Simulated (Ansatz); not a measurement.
Li under a change: uniaxial strain ε_xx = +1.25 %

Consider Li in the bcc (W type) structure (space group Im-3m, No. 229; a = 3.4775 Å; relaxed with 0.1 eV smearing). Axes: x, y, z lie along the cube axes.

One thing is altered: uniaxial strain ε_xx = +1.25 %, all other strain components held at zero; the atoms relax in the strained cell.

Calculations: Ansatz (a first-principles code) r2SCAN, without spin-orbit coupling. Settings: 27×27×27 k-points, 0.1 eV Fermi–Dirac smearing.

```tsv
quantity	base	changed	shift
volume per atom	21.03 Å³	21.29 Å³	+0.26 Å³
space group	Im-3m (No. 229)	I4/mmm (No. 139)	–
shortest interatomic distance	3.012 Å	3.024 Å	+0.0126 Å
energy relative to the base (free energy F)	0 meV/atom	+0.1 meV/atom	+0.1 meV/atom
pressure (mean of the normal stresses, compression positive)	0.0 GPa	-0.2 GPa	-0.2 GPa
band gap	zero	zero	–
stress (xx, yy, zz, yz, xz, xy; compression positive)	–	(-0.2, -0.1, -0.1, 0.0, 0.0, 0.0) GPa	–
```

Final structure:

```xyz
1
Lattice="-1.7605 1.7387 1.7387 1.7605 -1.7387 1.7387 1.7605 1.7387 -1.7387" Properties=species:S:1:pos:R:3 pbc="T T T"
Li     0.0000     0.0000     0.0000
```

Cost of the whole job for the changed cell (relaxation, final SCF and bands): around 80 core-seconds (rough).

No phonon test of stability was made.
